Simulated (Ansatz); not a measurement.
For LaWN3 (P4mm, No. 99, 5 atoms in the cell; start mp-989497), LDA (PAW; Ansatz, an electronic-structure program) gives:

| Property | Result |
|---|---|
| equilibrium lattice constant a | 3.915 Å |
| c axis length | 4.083 Å |
| bulk modulus B0 | 175 GPa |

Problem. What does PBEsol (PAW; Ansatz) give for the same quantities?

Solution. 
- lattice constant a: 3.935 Å (grows by 0.5 %)
- lattice parameter c: 4.133 Å (rises by 1.2 %)
- bulk modulus: 142 GPa (falls by 19 %)

Changes are worked out from the printed values.

Unless a cell is named, each level is at its own relaxed cell (LDA 12.52, PBEsol 12.80 Å³/atom).

Levels without +SOC leave out spin–orbit coupling, which shifts energies and cells of such heavy elements.

Caveats: the bulk modulus is −V dP/dV from two relaxed cells at ±2 % in volume (LDA, PBEsol); the relaxation could not lower the start's symmetry, so the cell can be a saddle point above a distorted one (LDA, PBEsol). Ansatz's density-functional and Hartree–Fock values are scalar-relativistic unless marked +SOC, with PAW data made under PBE.

A start named mp-… is a Materials Project structure, which need not be a measured phase.
